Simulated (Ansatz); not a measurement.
# Effect of biaxial strain −1.86 %, plane normal [001], relaxed out of plane on MoS2

Base system: MoS2 in the 3R-MoS2 type structure (space group R3m, No. 160; layered, stacked along the Cartesian z axis).

```
CELL_PARAMETERS angstrom
      1.57661     0.91026     5.99789
     -1.57661     0.91026     5.99789
      0.00000    -1.82051     5.99789
ATOMIC_POSITIONS crystal
  Mo 0.00002 0.00002 0.00002
  S  0.75353 0.75353 0.75353
  S  0.57975 0.57975 0.57975
```

Cartesian axes are those of the cell as printed.

Now apply this change: biaxial strain −1.86 %, plane normal [001], relaxed out of plane (Cartesian); in-plane vectors clamped, the third vector and the atoms free.

Level of theory: PBE-D3(BJ)/PAW in Ansatz (a quantum-chemistry and plane-wave program), scalar-relativistic without spin-orbit coupling, earlier PAW set. Settings: 12×12×12 k-points, 0.05 eV Fermi–Dirac smearing.

* **Volume per atom**: 16.75 Å³ (base 17.22 Å³)
* **Space group**: R3m (No. 160) (base R3m (No. 160))
* **Shortest interatomic distance**: 2.387 Å (base 2.399 Å)
* **Energy relative to the base (free energy F)**: +11 meV/atom
* **Pressure (mean of the normal stresses, compression positive)**: 3.72 GPa (base 0.00 GPa)
* **Band gap**: 0.83 eV (base 0.77 eV)
* **Gap character**: indirect, T → Γ–S₀ (56 % along) (base indirect, T → Γ–S₀ (56 % along))
* **Width of the top valence band**: 1.75 eV (base 1.86 eV)
* **Hole mass**: 0.87 mₑ along k, 0.77 mₑ across (at T) (base 1.0 mₑ along k, 0.59 mₑ across (at T))
* **Out-of-plane strain**: +1.02 %
* **Ratio −ε⊥/ε∥**: 0.55
* **Mean in-plane stress (compression positive)**: +5.6 GPa

Effective masses come from finite differences of ±0.01 Å⁻¹. Along k means along the line from Γ to the band edge. Gaps are read on the SCF mesh and a high-symmetry path. No phonon test of stability was made.
